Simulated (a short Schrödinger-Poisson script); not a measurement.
## MOS inversion layer, Al2O3 on p-type Si(100)

Structure: MOS inversion layer, Al2O3 on p-type Si(100), at 400 K.

```csv
layer,material,thickness (nm),Na (cm⁻³)
1,Al2O3,5.6,-
2,Si,270,2.6e18
```

The device is made up for the run: typed textbook-type constants, with dimensions and the other settings drawn at random. Al2O3: permittivity 9, conduction-band edge (eV) 2.7, gap (eV) 6.8, electron mass (mₑ) 0.3. Si: permittivity 11.7, conduction-band edge (eV) 0, gap (eV) 1.124, Nv at 300 K (cm⁻³) 3.1e19.

Channel valleys (confinement mass, in-plane density-of-states mass, number): Δ2 0.916, 0.19, 2; Δ4 0.19, 0.417, 4. At the gate the conduction-band edge of layer 1 lies 2.96 eV − eVg above the Fermi level of the channel; the field vanishes at the back. Gaps are held at their typed values at every temperature. Mesh 0.03 nm at interfaces.

From a short Schrödinger-Poisson script (our own, NumPy): 1D Poisson equation in equilibrium, electrons quantum, Hartree (BenDaniel-Duke, 12 states a valley, the channel's in-plane mass for all, wave functions ending at the dielectric), parabolic valleys, classical holes, full ionisation, no traps, pinning or gate leakage.

| Vg (V) | electrons (cm⁻²) | C (μF/cm²) | Δ2 E0 (meV) | Δ2 E1 (meV) | Δ4 E0 (meV) | Δ4 E1 (meV) |
|---|---|---|---|---|---|---|
| 0.35 | 1.29e6 | 0.426 | 539.0 | 631.1 | 624.0 | 767.0 |
| 0.45 | 8.25e6 | 0.410 | 473.8 | 570.2 | 562.8 | 713.9 |
| 0.55 | 5.52e7 | 0.395 | 407.2 | 507.7 | 499.9 | 658.5 |
| 0.65 | 3.84e8 | 0.382 | 339.3 | 443.7 | 435.6 | 601.2 |
| 0.75 | 2.76e9 | 0.375 | 270.5 | 378.5 | 370.1 | 542.2 |
| 0.85 | 1.98e10 | 0.401 | 201.9 | 313.3 | 304.7 | 483.0 |
| 0.95 | 1.18e11 | 0.559 | 139.6 | 254.3 | 245.5 | 429.0 |
| 1.05 | 4.17e11 | 0.813 | 94.8 | 212.3 | 203.5 | 390.8 |
| 1.15 | 9.06e11 | 0.975 | 66.5 | 186.8 | 178.0 | 367.9 |
| 1.25 | 1.50e12 | 1.06 | 47.4 | 170.2 | 161.5 | 353.4 |
| 1.35 | 2.15e12 | 1.11 | 33.0 | 158.3 | 149.8 | 343.3 |

Subbands count from the Fermi level.
